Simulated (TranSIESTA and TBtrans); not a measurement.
Run with TranSIESTA and TBtrans (open boundaries, self-consistent; PseudoDojo norm-conserving potentials, scalar-relativistic): PAO.BasisSize DZP, PAO.EnergyShift 0.15 eV, XC.Authors PBE, Mesh.Cutoff 200 Ry, ElectronicTemperature 300 K, TS.Voltage 0.0 eV, TBT.Elecs.Eta 0.001 eV, no spin polarisation.

System: Al chain with one bond stretched by 2.0 Å. Leads: straight Al chain, spacing 2.597 Å. Geometry: as built, not relaxed.

**Question.** Predict: conductance at 300 K (G0 = 2e²/h); thermopower (μV/K); mean T from −0.5 to 0.5 eV.

**Answer.** conductance at 300 K (G0 = 2e²/h): 0.11; thermopower (μV/K): -19; mean T from −0.5 to 0.5 eV: 0.078. The straight chain is held at its spacing; free chains may zigzag or dimerise. No spin-polarised start was tried, so a magnetic state, if there is one, is missed.
